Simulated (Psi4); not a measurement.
Psi4 1.11, WB97X/def2-svp: Mo(NH)2(OMe)(OSiH3) (C[O][Mo](=[NH])(=[NH])[O][SiH3]), 15 atoms. The geometry is a generated start, not checked to be a minimum at this level.

```yaml
task: gradient
method: wb97x
basis: def2-svp
memory: 7 GB
scf_type: df (default)
guess: auto, which took SAD (default)
diis_max_vecs: 10 (default)
scf_initial_accelerator: adiis (default)
e_convergence: 1e-08 (default)
d_convergence: 1e-08 (default)
effective_core_potentials: those of the basis set, past Kr
basis functions (reference run): 159
grid points (reference run): 2736871
```

```xyz
15

Mo    -0.7563     0.0885    -0.2970
N     -1.6179    -1.0218    -1.3186
H     -2.2578    -1.5545    -1.8965
N     -1.6073     1.5990    -0.1681
H     -2.2516     2.3835    -0.1711
O     -0.4741    -0.6147     1.3057
C     -0.5234    -1.0515     2.6201
H     -1.3462    -1.7725     2.7471
H      0.4221    -1.5434     2.8862
H     -0.6855    -0.1953     3.2959
O      0.8694     0.4331    -1.0944
Si     2.2610     0.7489    -1.8310
H      3.1148     1.4752    -0.8697
H      1.9642     1.5639    -3.0207
H      2.8887    -0.5384    -2.1879
```

Yardstick: the run with dft_radial_points = 200, dft_spherical_points = 974, dft_pruning_scheme = none (default), which is not proven converged either. Single runs; times are not shown.

Settings tried, all else as in the reference:
- dft_radial_points = 25, dft_spherical_points = 50
- dft_radial_points = 75 (default), dft_spherical_points = 302 (default)
- dft_radial_points = 75 (default), dft_spherical_points = 434
- dft_radial_points = 99, dft_spherical_points = 590
- dft_radial_points = 99, dft_spherical_points = 590, dft_pruning_scheme = robust
- dft_radial_points = 35, dft_spherical_points = 110
- dft_radial_points = 150, dft_spherical_points = 770
- dft_radial_points = 99, dft_spherical_points = 590, dft_pruning_scheme = treutler
- dft_radial_points = 75 (default), dft_spherical_points = 302 (default), dft_pruning_scheme = treutler
- dft_radial_points = 50, dft_spherical_points = 194
- dft_radial_points = 75 (default), dft_spherical_points = 302 (default), dft_pruning_scheme = robust

Question: Which settings reproduce the reference to 10 meV/atom in energy, 100 meV/Å in forces (largest component)?

Answer: Within it: dft_radial_points = 150, dft_spherical_points = 770; dft_radial_points = 99, dft_spherical_points = 590, dft_pruning_scheme = robust; dft_radial_points = 99, dft_spherical_points = 590; dft_radial_points = 99, dft_spherical_points = 590, dft_pruning_scheme = treutler. Outside: dft_radial_points = 35, dft_spherical_points = 110; dft_radial_points = 75 (default), dft_spherical_points = 302 (default), dft_pruning_scheme = treutler; dft_radial_points = 75 (default), dft_spherical_points = 434; dft_radial_points = 75 (default), dft_spherical_points = 302 (default); dft_radial_points = 75 (default), dft_spherical_points = 302 (default), dft_pruning_scheme = robust; dft_radial_points = 50, dft_spherical_points = 194; dft_radial_points = 25, dft_spherical_points = 50.

| setting | grid points | energy against the reference | difference in forces (largest component) |
|---|---|---|---|
| the reference | 2736871 | — | — |
| dft_radial_points = 150, dft_spherical_points = 770 | 1632170 | +0.0041 meV/atom | 7.3 meV/Å |
| dft_radial_points = 99, dft_spherical_points = 590, dft_pruning_scheme = robust | 597322 | +0.65 meV/atom | 16 meV/Å |
| dft_radial_points = 99, dft_spherical_points = 590 | 828780 | +0.65 meV/atom | 16 meV/Å |
| dft_radial_points = 99, dft_spherical_points = 590, dft_pruning_scheme = treutler | 459898 | +0.37 meV/atom | 30 meV/Å |
| dft_radial_points = 35, dft_spherical_points = 110 | 55936 | −1.2 meV/atom | 190 meV/Å |
| dft_radial_points = 75 (default), dft_spherical_points = 302 (default), dft_pruning_scheme = treutler | 188112 | +7.4 meV/atom | 250 meV/Å |
| dft_radial_points = 75 (default), dft_spherical_points = 434 | 463969 | +7.6 meV/atom | 250 meV/Å |
| dft_radial_points = 75 (default), dft_spherical_points = 302 (default) | 323028 | +7.6 meV/atom | 250 meV/Å |
| dft_radial_points = 75 (default), dft_spherical_points = 302 (default), dft_pruning_scheme = robust | 228768 | +7.6 meV/atom | 250 meV/Å |
| dft_radial_points = 50, dft_spherical_points = 194 | 140441 | +0.97 meV/atom | 320 meV/Å |
| dft_radial_points = 25, dft_spherical_points = 50 | 18197 | −15 meV/atom | 680 meV/Å |

Total energies are compared; such shifts often cancel in part in energy differences. The gradients leave out the derivatives of the grid weights. No test of the SCF solution's stability was run. The tolerance is a choice made for this comparison.
